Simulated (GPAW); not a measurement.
**GPAW run on SrCu2Ge2 (I4/mmm, 5 atoms in the cell): self-consistent single point**

Method of the run: PBEsol, GPAW PAW datasets PBEsol (made by gpaw-setup) (plane waves; GPAW).

This input was run:

```python
from ase import Atoms
from ase.units import GPa
from gpaw import GPAW, PW, FermiDirac

atoms = Atoms(['Sr', 'Cu', 'Cu', 'Ge', 'Ge'],
              cell=[[-2.153710, 2.153710, 5.194965],
                    [2.153710, -2.153710, 5.194965],
                    [2.153710, 2.153710, -5.194965]],
              scaled_positions=[[0.000000, 0.000000, 0.000000],
                                [0.250000, 0.750000, 0.500000],
                                [0.750000, 0.250000, 0.500000],
                                [0.626980, 0.626980, 0.000000],
                                [0.373020, 0.373020, 0.000000]],
              pbc=True)

calc = GPAW(mode=PW(850),
            xc='PBEsol',
            kpts=(7, 7, 7),
            occupations=FermiDirac(0.136),
            nbands=-13,
            symmetry={'symmorphic': False, 'tolerance': 0.0005},
            maxiter=120,
            txt='-')

atoms.calc = calc

energy = atoms.get_potential_energy()
print('Energy (eV):', round(energy, 6))
forces = atoms.get_forces()
print('Forces (eV/Ang):')
print(forces.round(5))
stress = atoms.get_stress()
print('Stress (GPa, Voigt):', (stress / GPa).round(4))
```

Output, abridged:

```
Input parameters:
  kpts: [7 7 7]
  maxiter: 120
  mode: {ecut: 850.0,
         name: pw}
  nbands: -13
  occupations: {fixmagmom: False,
                name: fermi-dirac,
                width: 0.136}
  symmetry: {symmorphic: False,
             tolerance: 0.0005}
  xc: PBEsol

species:
  Sr:
    name: Strontium
    Z: 38.0
    valence: 10
    core: 28
    charge: 0.0
    file: Sr.PBEsol.gz

    # Using partial waves for Sr as LCAO basis

  Cu:
    name: Copper
    Z: 29.0
    valence: 11
    core: 18
    charge: 0.0
    file: Cu.PBEsol.gz

    # Using partial waves for Cu as LCAO basis

  Ge:
    name: Germanium
    Z: 32.0
    valence: 4
    core: 28
    charge: 0.0
    file: Ge.PBEsol.gz

    # Using partial waves for Ge as LCAO basis

Reference energy: -290525.066501  # eV

Spin-paired calculation

Convergence criteria:
 Maximum [total energy] change in last 3 cyles: 0.0005 eV / valence electron
 Maximum integral of absolute [dens]ity change: 0.0001 electrons / valence electron
 Maximum integral of absolute [eigenst]ate change: 4e-08 eV^2 / valence electron
 Maximum number of scf [iter]ations: 120

Symmetries present (total): 16
Symmetries with fractional translations: 0
343 k-points: 7 x 7 x 7 Monkhorst-Pack grid
40 k-points in the irreducible part of the Brillouin zone
       k-points in crystal coordinates                weights
   0:     0.00000000    0.00000000    0.00000000          1/343
   1:     0.14285714   -0.14285714    0.00000000          4/343
   2:     0.14285714   -0.14285714    0.14285714          4/343
   [... 7 lines left out ...]
          ...
  39:     0.42857143    0.42857143    0.42857143          8/343

Wave functions: Plane wave expansion
  Cutoff energy: 850.000 eV
  Number of coefficients (min, max): 5408, 5449
  Pulay-stress correction: 0.000000 eV/Ang^3 (de/decut=0.000000)

Occupation numbers: Fermi-Dirac:
  width: 0.1360  # eV

Eigensolver

Densities:
  Coarse grid: 42*42*42 grid
  Fine grid: 84*84*84 grid
  Total Charge: 0.000000

Density mixing:
  Method: separate
  Backend: pulay
  Linear mixing parameter: 0.05
  old densities: 5
  Damping of long wavelength oscillations: 50

Hamiltonian:
  XC and Coulomb potentials evaluated on a 84*84*84 grid
  External potential:
    NoExternalPotential

XC parameters: PBEsol with 2 nearest neighbor stencil

Number of atoms: 5
Number of atomic orbitals: 31
Number of bands in calculation: 33
Number of valence electrons: 40
Bands to converge: occupied

Density initialized from atomic densities
  31 bands from LCAO basis set
  2 bands from random numbers

Atomic positions and initial magnetic moments

Positions:
   0 Sr     0.000000    0.000000    0.000000    ( 0.0000,  0.0000,  0.0000)
   1 Cu     2.153710    0.000000    2.597482    ( 0.0000,  0.0000,  0.0000)
   2 Cu     0.000000    2.153710    2.597482    ( 0.0000,  0.0000,  0.0000)
   3 Ge    -0.000000    0.000000    6.514278    ( 0.0000,  0.0000,  0.0000)
   4 Ge    -0.000000    0.000000    3.875652    ( 0.0000,  0.0000,  0.0000)

Unit cell:
           periodic     x           y           z      points  spacing
  1. axis:    yes   -2.153710    2.153710    5.194965    42     0.0947
  2. axis:    yes    2.153710   -2.153710    5.194965    42     0.0947
  3. axis:    yes    2.153710    2.153710   -5.194965    42     0.0725

  Lengths:   6.022009   6.022009   6.022009
  Angles:  138.089366 138.089366  60.766158

Effective grid spacing dv^(1/3) = 0.1092

     iter     time        total  log10-change:
                         energy   eigst   dens
iter:   1 --:--:--   -26.130946
iter:   2 --:--:--   -23.606687   -1.42  -1.10
iter:   3 --:--:--   -22.334099   -1.12  -1.26
iter:   4 --:--:--   -22.567338   -1.42  -1.46
iter:   5 --:--:--   -22.501912   -2.44  -1.62
iter:   6 --:--:--   -22.253826   -1.61  -1.83
iter:   7 --:--:--   -22.300693   -2.38  -2.05
iter:   8 --:--:--   -22.211360   -2.14  -2.09
iter:   9 --:--:--   -22.212026   -3.99  -2.86
iter:  10 --:--:--   -22.211265c  -5.42  -2.80
iter:  11 --:--:--   -22.210235c  -4.16  -2.87
iter:  12 --:--:--   -22.212520c  -3.71  -3.00
iter:  13 --:--:--   -22.210134c  -3.98  -2.87
iter:  14 --:--:--   -22.210110c  -5.09  -3.35
iter:  15 --:--:--   -22.210082c  -5.89  -3.43
iter:  16 --:--:--   -22.210083c  -6.66  -3.62
iter:  17 --:--:--   -22.210086c  -6.39  -3.55
iter:  18 --:--:--   -22.210086c  -7.15  -3.75
iter:  19 --:--:--   -22.210072c  -6.72  -3.78
iter:  20 --:--:--   -22.210071c  -8.21c -4.38c

Converged after 20 iterations.

Dipole moment: (0.000000, -0.000000, 0.000000) |e|*Ang

Energy contributions relative to reference atoms: (reference = -290525.066501)

Kinetic:        -14.047095
Potential:      +11.753827
External:        +0.000000
XC:             -19.737019
Entropy (-ST):   -0.111751
Local:           -0.123908
SIC:             +0.000000
--------------------------
Free energy:    -22.265946
Extrapolated:   -22.210071

Showing only first 2 kpts
 Kpt  Band  Eigenvalues  Occupancy
  0    18      5.49597    1.99981
  0    19      7.65788    0.00258
  0    20      7.85939    0.00059
  0    21      7.85939    0.00059

  1    18      5.45888    1.99985
  1    19      6.53434    1.66626
  1    20      6.74918    1.01415
  1    21      9.51202    0.00000

Fermi level: 6.75303

No gap
No difference between direct/indirect transitions
Energy (eV): -22.210071

Forces in eV/Ang:
  0 Sr    0.00000    0.00000   -0.00000
  1 Cu   -0.00000   -0.00000    0.00000
  2 Cu   -0.00000   -0.00000    0.00000
  3 Ge    0.00000    0.00000    0.11807
  4 Ge    0.00000    0.00000   -0.11807

Stress tensor:
     0.027464    -0.000000    -0.000000
    -0.000000     0.027464     0.000000
    -0.000000     0.000000     0.029351
Stress (GPa, Voigt): [ 4.4002  4.4002  4.7026  0.     -0.     -0.    ]
```

The run converged in 20 iterations. GPAW prints stress with tension positive.

The starting cell comes from a database of computed structures (which also holds hypothetical and non-ambient phases and stackings), without a prior relaxation at this level. Its lattice was rescaled by a random factor within 2.5 % of one. Spin polarisation is off. With a pressure of about -5 GPa the cell is away from its equilibrium volume at this level.

Cost on one core of a shared machine: roughly 5 min.
